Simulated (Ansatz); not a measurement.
The starting structures come from a database of crystals and need not be the phases stable at ambient conditions.

Given:

```
CELL_PARAMETERS angstrom
      3.88603     0.00000     0.00000
      1.94301     6.52792     0.00000
      1.94302     0.57833     3.31534
ATOMIC_POSITIONS crystal
  Ga 0.43537 0.69389 0.43537
  Ga 0.56463 0.30611 0.56463
  P  0.05739 0.82784 0.05739
  P  0.94261 0.17216 0.94261
```

Space group of this cell: R-3m. The cell is taken as given; by LDA its mean pressure is -4.8 GPa.

Transport runs along the normal of the first two printed cell vectors, the (101) plane of the conventional cell.

The gap is the functional's own. No spin-orbit coupling. Mid-gap values are interpolated on the energy grid.

Estimate the band gap and the smallest decay constant κ at mid-gap that LDA (Ansatz, a program for electronic structure) returns for this system.

Gap 0.71 eV on a 10×10×10 mesh; κ = 0.074 1/Å, at the zone centre.
